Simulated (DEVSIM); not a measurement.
Structure: TaN/SiO2/p-Ge capacitor, at 300 K.

```tsv
layer (left to right)	material	thickness (nm)	Na (cm⁻³)
1	SiO2	46.0	-
2	Ge	6200	9.2e15
```

Metal gate on the left, work function 4.4 eV. Fixed charge at the semiconductor interface 0 cm⁻² (in units of +e); no interface traps.

Constants are typed, rounded textbook-type inputs, not results; the design itself was drawn at random and stands for no fabricated device. Values at 300 K.

```tsv
parameter	SiO2	Ge
gap (eV)	9	0.664
affinity (eV)	0.9	4
permittivity	3.9	16
Nc (cm⁻³)	-	1.04e19
Nv (cm⁻³)	-	6e18
```

Model (solved in DEVSIM): 1D Poisson equation in equilibrium, Boltzmann statistics, complete ionisation; no quantum confinement or tunnelling. Metal contacts follow the ideal Schottky-Mott rule: no Fermi-level pinning, no interface dipoles.

Q: Tabulate band edges, carrier densities and field at 0.5 V on the gate.

A: Energies count from the Fermi level of the right contact; mesh points crowd at the junctions.

```
x (μm)    Ec (eV)  Ev (eV)  n (cm⁻³)  p (cm⁻³)  field (V/cm)
--------  -------  -------  --------  --------  ------------
0.000       3.000   -6.000     < 1e2     < 1e2         82000
0.001788    3.015   -5.985     < 1e2     < 1e2         82000
0.006430    3.053   -5.947     < 1e2     < 1e2         82000
0.01761     3.145   -5.855     < 1e2     < 1e2         82000
0.03799     3.312   -5.688     < 1e2     < 1e2         82000
0.04347     3.357   -5.643     < 1e2     < 1e2         82000
0.04575     3.376   -5.624     < 1e2     < 1e2         82000
0.04816     0.282   -0.382    1.9e14    2.3e12         20000
0.05371     0.293   -0.371    1.2e14    3.6e12         19000
0.06774     0.319   -0.345    4.5e13    9.7e12         18000
0.1040      0.377   -0.287    4.9e12    9.0e13         14000
0.2592      0.486   -0.178    7.1e10    6.1e15          2000
0.6176      0.496   -0.168    4.8e10    9.2e15           ≈ 0
1.524       0.496   -0.168    4.7e10    9.2e15           ≈ 0
4.444       0.496   -0.168    4.7e10    9.2e15           ≈ 0
5.549       0.496   -0.168    4.7e10    9.2e15           ≈ 0
5.977       0.496   -0.168    4.7e10    9.2e15           ≈ 0
6.146       0.496   -0.168    4.7e10    9.2e15           ≈ 0
6.219       0.496   -0.168    4.7e10    9.2e15           ≈ 0
6.236       0.496   -0.168    4.7e10    9.2e15           ≈ 0
6.243       0.496   -0.168    4.7e10    9.2e15           ≈ 0
6.246       0.496   -0.168    4.7e10    9.2e15           ≈ 0
```
